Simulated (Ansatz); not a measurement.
# Thickness series in TiTe2

Consider TiTe2 in the CdI2 type structure (space group P-3m1, No. 164; layered, stacked along the Cartesian z axis).

Space group P-3m1 (No. 164); a = 3.784 Å, b = 3.784 Å, c = 6.602 Å, α = 90.00°, β = 90.00°, γ = 120.00°

```
atom  site  symmetry       x       y       z
----  ----  --------  ------  ------  ------
Ti      1a      -3m.  0.0000  0.0000  0.0000
Te      2d       3m.  0.3333  0.6667  0.2569
```

Free-standing slabs (3 atom(s) a layer) normal to the stacking axis with 15 Å of vacuum; in-plane cell relaxed.

Computed with Ansatz (a quantum-chemistry and plane-wave program) r2SCAN+rVV10, no spin-orbit coupling.

Notes on the quantities. excess energy per area of both faces: slab less bulk energy over the cell's area: twice a surface energy; uncertain by up to 0.2 J/m².

| case | thickness between the outermost nuclei | in-plane lattice parameter a | excess energy per area of both faces |
|---|---|---|---|
| base | – | 3.784 Å | – |
| 1 layer | 3.43 Å | 3.765 Å | 0.36 J/m² |
| 2 layers | 10.12 Å | 3.770 Å | 0.4 J/m² |
| 3 layers | 16.80 Å | 3.771 Å | 0.4 J/m² |
| 4 layers | 23.45 Å | 3.773 Å | 0.4 J/m² |

The excess energy carries the mismatch between the slab's and the bulk's meshes. No phonon test of stability was made. The final runs are not spin-polarised.
